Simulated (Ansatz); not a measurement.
A self-consistent single point of Cr (P-3m1, 2 atoms in the cell) with Ansatz (an electronic-structure program).

Method: LDA (PW92), default PAW files made with PBE (plane waves; Ansatz).

```yaml
crystal:
  lattice:
    - [2.43626, 0.00000, 0.00000]
    - [-1.21813, 2.10986, 0.00000]
    - [0.00000, 0.00000, 4.46821]
  atoms:
    - { symbol: Cr, position: [0.33333, 0.66667, 0.26119] }
    - { symbol: Cr, position: [0.66667, 0.33333, 0.75000] }
```

Reference input (self-consistent single point, DFT, LDA (PW92), plane waves, default PAW files made with PBE): basis.ecutwfc = 30.9 Ry; kpoints.mp_grid.grid = 15 15 8; hamiltonian.xc = lda; hamiltonian.pseudopotentials = {kind: paw} (the program's default PAW files); scf.occupations.method = gaussian; scf.occupations.width = 0.0073 Ry. This run's input differs from it in these lines:

Ansatz 0.2 input:
```diff
@@ -11,3 +11,3 @@
 kpoints:
-  mp_grid: { grid: [15, 15, 8] }
+  mp_grid: { grid: [24, 24, 13] }
 hamiltonian:
@@ -16,3 +16,3 @@
 scf:
-  occupations: { method: gaussian, width: 0.0073 Ry }
+  occupations: { method: fermi_dirac, width: 0.022 Ry }
 output:
```

Log, with long lists cut:

```
SCF iter   1: F=—  HF=-6645.693510 eV  |F-HF|=—  |Δ(HF+E_count)|=         —  Δρ=1.15e-2  dr2=1.36e-2  ethr=1.77e-3  ⟨swp⟩=4.9  Hψ=113480  notcnv=0  defer=384
all-band conjugate gradients solve this SCF's bands
automatic band count: the SCF goes on with 26 bands, as 20 were too few: the levels above may hold too much charge
preconditioner: auto → none
   [... lines left out ...]
SCF iter   4: F=—  HF=-6645.690135 eV  |F-HF|=—  |Δ(HF+E_count)|=   1.91e-5  Δρ=1.71e-4  dr2=6.95e-6  ethr=1.72e-7  ⟨swp⟩=2.8  Hψ=29389  notcnv=0  defer=384
SCF iter   5: F=—  HF=-6645.690134 eV  |F-HF|=—  |Δ(HF+E_count)|=   8.34e-7  Δρ=9.07e-5  dr2=3.74e-6  ethr=2.48e-8  ⟨swp⟩=2.0  Hψ=21331  notcnv=0  defer=384
SCF iter   6: F=—  HF=-6645.690133 eV  |F-HF|=—  |Δ(HF+E_count)|=   1.04e-6  Δρ=2.10e-5  dr2=1.12e-7  ethr=1.34e-8  ⟨swp⟩=2.1  Hψ=19806  notcnv=0  defer=384
SCF iter   7: F=-6645.690133 eV  HF=-6645.690133 eV  |F-HF|=1.92e-9  |Δ(HF+E_count)|=   2.62e-8  Δρ=3.29e-6  dr2=2.63e-9  ethr=3.57e-10  ⟨swp⟩=6.4  Hψ=58404  notcnv=0
SCF 1 converged in 7 iterations: F = -6645.690133 eV  dr2 = 2.63e-9
Free energy (F): -6645.690133 eV
Internal energy: -6644.809084 eV  (E = F + TS)
E sigma→0 (E₀):  -6645.249609 eV
Entropy (-TS):   -0.881049 eV (-440.524 meV/atom)
Fermi energy:    19.091469 eV
--- Forces (eV/Å), atoms counted from 1 ---
  atom   1  Cr    -0.00000000     0.00000000    -0.44320291
  atom   2  Cr     0.00000000    -0.00000000     0.44320291
--- Stress (GPa, compression-positive) ---
        1.637447       0.000000      -0.000000
        0.000000       1.637447      -0.000000
       -0.000000      -0.000000     -12.656070
  P = ⅓ Tr σ = -3.1271 GPa (-31.271 kbar)
  The stress holds the Pulay correction. Without it, at fixed plane waves, as pw.x and ABINIT print it: P = -3.2715 GPa
```

The run converged in 7 iterations. Against the reference run the free energy drops by 217 meV/atom, the pressure goes from -6.69 to -3.13 GPa and the largest force goes from 0.558 to 0.443 eV/Å.

The starting cell comes from a database of computed structures (which also holds hypothetical and non-ambient phases and stackings), without a prior relaxation at this level. Its lattice was rescaled by up to half a per cent. One atom was moved a little off its site on purpose. Spin polarisation is off. With a pressure of about -3 GPa the cell is away from its equilibrium volume at this level. Ansatz's pressure includes its estimate of the finite-basis (Pulay) stress.
